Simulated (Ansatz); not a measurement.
An Ansatz (a program for electronic structure) input (PBEsol, PAW, 420 eV (Ansatz; no SOC), earlier PAW set):

Ansatz 0.2 input:
```yaml
crystal:
  lattice:
    - [0, 2.2830384849, 2.2830384849]
    - [2.2830384849, 0, 2.2830384849]
    - [2.2830384849, 2.2830384849, 0]
  atoms:
    - { symbol: O, position: [0, 0, 0] }
    - { symbol: Cd, position: [0.5, 0.5, 0.5] }
basis: { ecutwfc: 420, ecutrho_ratio: 4, xc_grid: 2, fft_grid_basis: typed }
kpoints: { mp_grid: { grid: [12, 12, 12] } }
hamiltonian:
  xc: pbesol
  dispersion: none
  pseudopotentials: { azcp: { folder: ./paw }, kind: paw }
scf: { occupations: { method: fermi_dirac, width: 0.05 }, convergence: { dr2_threshold: 0.0000000002 } }
relax: { f_tol: 0.005, max_steps: 50 }
output: { forces: true, stress: true }
checkpoint: { write: state.ck, write_every: 1000 }
```

**Question.** Which symmetry and how many k-points will the program report, and about how many plane waves at Γ?

**Answer.** Space group Fm-3m (ITA 225) with 48 operations, k-points 72 of 1728, and 459 plane waves at Γ.

**Question.** And the final pressure?

**Answer.** 14.24 GPa (compression positive).

A case with no gap was solved on a k-mesh chosen for an insulator, which is coarse for it. The cells carry an imposed strain or load. No phonon test of stability was made. All final runs are without spin polarisation. The cell was made from CdO in the rock salt structure (space group Fm-3m, No. 225) by this change: isotropic strain −2.66 %.
